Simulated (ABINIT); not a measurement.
Input and output of a self-consistent single point for K (Im-3m, 1 atom in the cell) (ABINIT).

Computed with PBE, PAW (JTH v2.0 PBE PAW) (plane waves; ABINIT 10.0.3).

```yaml
crystal:
  lattice:
    - [-2.65320, 2.65320, 2.65320]
    - [2.65320, -2.65320, 2.65320]
    - [2.65320, 2.65320, -2.65320]
  atoms:
    - { symbol: K, position: [0.00000, 0.00000, 0.00000] }
```

Reference input (self-consistent single point, DFT, PBE, plane waves, PAW (JTH v2.0 PBE PAW)): pseudos = [K.GGA_PBE-JTH.xml]; ecut = 21 Ha; pawecutdg = 42 Ha; occopt = 3; tsmear = 0.1 eV; ngkpt = 5 5 5; nshiftk = 1; shiftk = 0 0 0; potentials = JTH v2.0 PBE PAW; nband = 10; kptopt = 1; nstep = 100. This run's input differs from it in these lines:

```diff
@@ -15,7 +15,7 @@
 pawecutdg 42 Ha
-occopt 3
-tsmear 0.1 eV
+occopt 6
+tsmear 1 eV
 nband 10
 kptopt 1
-ngkpt 5 5 5
+ngkpt 8 8 8
 nshiftk 1
```

Output, abridged:

```
--- !BeginCycle
solver: {iscf: 17, nstep: 100, nline: 4, wfoptalg: 10, }
tolerances: {tolvrs: 1.00E-11, }
...

     iter   Etot(hartree)      deltaE(h)  residm     nres2
 ETOT  1  -28.466659932977    -2.847E+01 1.392E-01 1.320E+00
 ETOT  2  -28.521148597864    -5.449E-02 1.214E-02 1.035E+00
 ETOT  3  -28.519852438527     1.296E-03 1.904E-03 3.080E-01
 ETOT  4  -28.519435332210     4.171E-04 1.228E-03 9.157E-03
 ETOT  5  -28.519462856442    -2.752E-05 1.736E-03 1.423E-02
   [... 7 lines left out ...]
 ETOT 13  -28.519448632653     8.111E-12 1.294E-05 5.211E-09
 ETOT 14  -28.519448632650     2.888E-12 1.395E-05 2.257E-10
 ETOT 15  -28.519448632650    -3.197E-13 7.698E-06 9.628E-11
 ETOT 16  -28.519448632650     7.070E-13 8.609E-06 4.161E-14
 At SCF step   16       nres2   =  4.16E-14 < tolvrs=  1.00E-11 =>converged.

 Cartesian components of stress tensor (hartree/bohr^3)
  sigma(1 1)=  1.41058949E-06  sigma(3 2)=  0.00000000E+00
  sigma(2 2)=  1.41058949E-06  sigma(3 1)=  0.00000000E+00
  sigma(3 3)=  1.41058949E-06  sigma(2 1)=  0.00000000E+00

 ----iterations are completed or convergence reached----

 reduced coordinates (array xred) for    1 atoms
       0.000000000000      0.000000000000      0.000000000000
 cartesian forces (eV/Angstrom) at end:
    1     -0.00000000000000    -0.00000000000000    -0.00000000000000
 frms,max,avg= 0.0000000E+00 0.0000000E+00   0.000E+00  0.000E+00  0.000E+00 e/A
 length scales=  8.684193362833  8.684193362833  8.684193362833 bohr
              =  4.595477202600  4.595477202600  4.595477202600 angstroms
   [... lines left out ...]
 Fermi (or HOMO) energy (hartree) =   0.03796   Average Vxc (hartree)=  -0.20594
   [... lines left out ...]
'-kT*entropy'       :  3.19351225738410E-04
total_energy        : -2.85194485355106E+01
total_energy_eV     : -7.76053661575294E+02
...

-Cartesian components of stress tensor (GPa)         [Pressure= -4.1501E-02 GPa]
- sigma(1 1)=  4.15009685E-02  sigma(3 2)=  0.00000000E+00
- sigma(2 2)=  4.15009685E-02  sigma(3 1)=  0.00000000E+00
- sigma(3 3)=  4.15009685E-02  sigma(2 1)=  0.00000000E+00

 Calculation completed.
```

The run converged in 16 iterations. 

The starting cell has typed, rounded lattice constants, without a prior relaxation at this level. Its lattice was rescaled by up to half a per cent.

These are the values that this program gave, and no reference: the one-centre exchange-correlation terms come from a truncated expansion.
